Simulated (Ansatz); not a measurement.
**Input and output of a self-consistent single point for LiHg (Pm-3m, 2 atoms in the cell) (Ansatz, a quantum-chemistry and plane-wave program)**

Method: LDA (PW92), default PAW files made with PBE (plane waves; Ansatz).

Input:

Ansatz 0.2 input:
```yaml
# LiHg
crystal:
  lattice:
    - [3.28482300, 0.00000000, 0.00000000]
    - [0.00000000, 3.28482300, 0.00000000]
    - [0.00000000, 0.00000000, 3.28482300]
  atoms:
    - { symbol: Li, position_ang: [1.64241150, 1.64241150, 1.64241150] }
    - { symbol: Hg, position_ang: [0.00000000, 0.00000000, 0.00000000] }
basis:
  ecutwfc: 420.0 eV
kpoints:
  mp_grid:
    grid: [10, 10, 10]
hamiltonian:
  xc: lda
  pseudopotentials:
    kind: paw
scf:
  occupations:
    method: gaussian
    width: 0.1 eV
output:
  forces: true
  eigenvalues: true
  stress: true
```

Log, with long lists cut:

```
WARN ansatz: RAYON_NUM_THREADS=1 ignored (pool sized by the plan → 1); use --threads N
Pseudopotentials: kind: paw
Pseudopotential: Li, paw, valence charge 3
Pseudopotential: Hg, paw, valence charge 20
Crystal: 2 atoms, lattice volume = 35.443 Å³
Basis set: ecut = 420 eV, 739 PW (Γ)
Bands: 16, of which v1, the nominal top of the filled ones, is band 12 counted from 1 (11 counted from 0)
Symmetry: 48 space group operations
Space group: Pm-3m (ITA 221), of the structure as read, at distance tolerance 3.3e-5 Å
k-points: 56 of 1000
PAW frozen core: Hg, regenerated for the run's functional, and the local potential with it
Initial density: superposition of atomic densities (neutral atoms: chi_scale 0, normalization atom), corrected by the library's trained network
Initial wavefunctions: pseudopotential atomic-orbital guess
Eigensolver: davidson
Functional: x = slater, c = lda
SCF iter   1: F=—  HF=-13725.013459 eV  |F-HF|=—  |Δ(HF+E_count)|=         —  Δρ=5.53e-3  dr2=5.31e-3  ethr=1.77e-3  ⟨swp⟩=5.5  Hψ=4139  notcnv=0
all-band conjugate gradients solve this SCF's bands
preconditioner: auto → none
SCF iter   2: F=—  HF=-13725.007621 eV  |F-HF|=—  |Δ(HF+E_count)|=   5.84e-3  Δρ=2.26e-3  dr2=6.99e-4  ethr=2.31e-5  ⟨swp⟩=2.0  Hψ=1825  notcnv=0  defer=5
SCF iter   3: F=—  HF=-13725.006755 eV  |F-HF|=—  |Δ(HF+E_count)|=   8.66e-4  Δρ=1.09e-3  dr2=4.45e-4  ethr=3.04e-6  ⟨swp⟩=2.0  Hψ=1459  notcnv=0  defer=5
SCF iter   4: F=—  HF=-13725.006590 eV  |F-HF|=—  |Δ(HF+E_count)|=   1.64e-4  Δρ=1.11e-4  dr2=1.44e-6  ethr=1.93e-6  ⟨swp⟩=2.1  Hψ=1253  notcnv=0  defer=5
SCF iter   5: F=—  HF=-13725.006584 eV  |F-HF|=—  |Δ(HF+E_count)|=   5.70e-6  Δρ=9.40e-6  dr2=3.82e-8  ethr=6.26e-9  ⟨swp⟩=2.0  Hψ=1369  notcnv=0  defer=5
SCF iter   6: F=-13725.006584 eV  HF=-13725.006584 eV  |F-HF|=1.53e-10  |Δ(HF+E_count)|=   2.36e-8  Δρ=1.08e-6  dr2=2.33e-10  ethr=1.66e-10  ⟨swp⟩=3.5  Hψ=3353  notcnv=0
SCF 1 converged in 6 iterations: F = -13725.006584 eV  dr2 = 2.33e-10
SCF converged after 6 iterations
Free energy (F): -13725.006584 eV
Harris-Foulkes:  -13725.006584 eV  (|F-HF|=1.53e-10)
Internal energy: -13725.004326 eV  (E = F + TS)
E sigma→0 (E₀):  -13725.005455 eV
Entropy (-TS):   -0.002258 eV (-1.129 meV/atom)
Fermi energy:    10.961241 eV
--- Per-component energies (eV) ---
  E_band       = -535.090466
  E_kinetic    = 626.759197
  E_local      = -3008.098874  (includes V_loc(G=0)·N_el)
  E_nonlocal   = 45.667747
  E_hartree    = 1268.051536
  E_xc         = -230.501437
  E_vxc        = -277.036605  (∫ρ·V_xc dr)
  E_paw        = -9672.996341  (= ΣΔE_a)
  E_vpaw       = -458.485185  (= ΣTr[D̂ρ^β])
  E_aug_tail   = 0.000788  (compensation charges beyond the density's cutoff)
  E_ewald      = -2754.463036
  E_core_change = 0.576093  (= ΣΔE_core)
  E_smearing   = -0.002258  (= −TS)
  E_closure    = -0.000000  (closes the sum)
  Σ components = -13725.006584   (vs F -13725.006584, Δ=0.00e0)
--- Forces (eV/Å), atoms counted from 1 ---
  atom   1  Li    -0.00000000     0.00000000    -0.00000000
  atom   2  Hg     0.00000000    -0.00000000     0.00000000
  max |Σ_I F_I| component: 2.84e-29 eV/Å
--- Stress (GPa, compression-positive) ---
       -3.417945      -0.000000       0.000000
       -0.000000      -3.417945       0.000000
        0.000000       0.000000      -3.417945
  P = ⅓ Tr σ = -3.4179 GPa (-34.179 kbar)
  The stress holds the Pulay correction. Without it, at fixed plane waves, as pw.x and ABINIT print it: P = -3.4437 GPa
--- Band table (eV; the first three rows and the last of 56) ---
  k-point 0: bands = ["-104.5448", "-52.8083", "-52.8083", "-52.8083", "-34.3460", "2.6718", "3.0245", "3.0245", "4.2304", "4.2304", "4.2304", "16.0274", "16.0274", "16.0274", "21.3144", "21.3144"]
  k-point 1: bands = ["-104.5448", "-52.8096", "-52.8082", "-52.8082", "-34.3457", "2.7844", "3.0362", "3.1140", "4.1854", "4.1854", "4.2343", "15.0756", "16.2387", "16.2387", "21.2869", "21.8179"]
  k-point 2: bands = ["-104.5447", "-52.8131", "-52.8079", "-52.8079", "-34.3447", "2.9224", "3.0670", "3.5669", "4.0708", "4.0708", "4.2446", "13.2243", "16.8505", "16.8505", "21.2096", "21.8092"]
  k-point 55: bands = ["-104.5440", "-52.8202", "-52.8202", "-52.8202", "-34.3359", "3.1397", "3.1397", "3.1397", "4.7039", "4.7039", "11.9262", "13.3266", "13.3266", "13.3266", "16.1381", "16.1381"]
```

The run converged in 6 iterations.

The starting cell comes from a database of computed structures (which also holds hypothetical and non-ambient phases and stackings), without a prior relaxation at this level. Its lattice was rescaled by up to half a per cent. Spin-orbit coupling is off. With a pressure of about -3 GPa the cell is away from its equilibrium volume at this level. Ansatz's pressure includes its estimate of the finite-basis (Pulay) stress.
